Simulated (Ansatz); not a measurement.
The starting structures come from a database of crystals and need not be the phases stable at ambient conditions.

# Evanescent states of NbNO (I4_1md, not sure to be the ambient phase, 6 atoms a cell, 13.8 Å³ an atom, -11 GPa at this level) along the normal of (110)

These are PBEsol (plane waves, PAW; Ansatz, a program for electronic structure) values and carry that method's errors.

The gap is the functional's own. No spin-orbit coupling. Mid-gap values are interpolated on the energy grid.

Energies count from the valence-band top; κ is the least over a 6×6 mesh across the current.

```tsv
E (eV)	κ (1/Å)	where
0.04	0.060	off Γ
0.10	0.099	off Γ
0.17	0.123	off Γ
0.24	?	off Γ
0.32	?	off Γ
0.39	?	off Γ
0.46	?	Γ
0.53	?	Γ
0.59	?	Γ
0.67	?	Γ
0.73	?	Γ
0.81	?	Γ
0.88	0.100	Γ
0.94	0.076	Γ
1.01	0.033	Γ
```

Problem. Some entries are withheld; supply them.

Solution. 
- 0.24, κ (1/Å): 0.140
- 0.32, κ (1/Å): 0.153
- 0.39, κ (1/Å): 0.162
- 0.46, κ (1/Å): 0.164
- 0.53, κ (1/Å): 0.158
- 0.59, κ (1/Å): 0.151
- 0.67, κ (1/Å): 0.142
- 0.73, κ (1/Å): 0.131
- 0.81, κ (1/Å): 0.117
